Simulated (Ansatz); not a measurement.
The starting structures come from a database of crystals and need not be the phases stable at ambient conditions.

Inside the gap of an insulator the Bloch states are evanescent, with a wavenumber k + iκ along the transport direction.

Here is the system:

```
Al2O3
1.0
    4.84693     0.00000     0.00000
    0.00000     7.08994     0.00000
    0.00000     0.00000     4.98540
Al O
8 12
Direct
  0.74785   0.39040   0.03051
  0.25215   0.60960   0.96949
  0.75215   0.10960   0.53051
  0.24785   0.89040   0.46949
  0.75215   0.89040   0.96949
  0.24785   0.10960   0.03051
  0.74785   0.60960   0.46949
  0.25215   0.39040   0.53051
  0.89298   0.65400   0.10198
  0.10702   0.34600   0.89802
  0.60702   0.84600   0.60198
  0.39298   0.15400   0.39802
  0.60702   0.15400   0.89802
  0.39298   0.84600   0.10198
  0.89298   0.34600   0.39802
  0.10702   0.65400   0.60198
  0.95060   0.00000   0.25000
  0.04940   0.00000   0.75000
  0.54940   0.50000   0.75000
  0.45060   0.50000   0.25000
```

The cell is taken as given; by r2SCAN it stands under a pressure of -7.3 GPa.

Transport runs along the normal of the first two printed cell vectors.

No gap correction and no spin-orbit coupling; mid-gap is the computed energy nearest the middle.

### Question
Compute, with r2SCAN (Ansatz, a first-principles code), the band gap and the smallest decay constant κ at mid-gap.

### Answer
Gap 6.20 eV on a 6×4×6 mesh; κ = 0.376 1/Å, at the zone centre.
